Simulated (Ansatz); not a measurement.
Consider KTaO3 in the cubic perovskite structure (space group Pm-3m, No. 221; a = 4.0244 Å).

Method: PBE (Ansatz, a program for electronic structure, PAW, no spin-orbit coupling).

Before the change:

```
Item                    Value
-------------------  --------
Band gap              2.16 eV
Smallest direct gap   2.78 eV
Pressure             0.01 GPa
```

It is then changed as follows: every lattice vector is stretched by 0.60 %; the atoms relax in the strained cell.

### Question
Estimate the effect on the band gap.

### Answer
The band gap decreases by 0.04 eV to 2.12 eV.

### Question
Estimate the effect on the energy relative to the base.

### Answer
The energy increases by 2.4 meV/atom.

### Question
What does the calculation give for the smallest direct gap after the change?

### Answer
The smallest direct gap falls by 0.037 eV, from 2.78 eV to 2.75 eV.

### Question
Estimate the effect on the pressure.

### Answer
The pressure drops by 3.25 GPa to -3.24 GPa.

Spin-orbit coupling, missing from the scalar runs, can matter with Ta. Gaps are Kohn–Sham eigenvalue differences; semilocal functionals usually give less than the measured gap. No phonon test of stability was made.
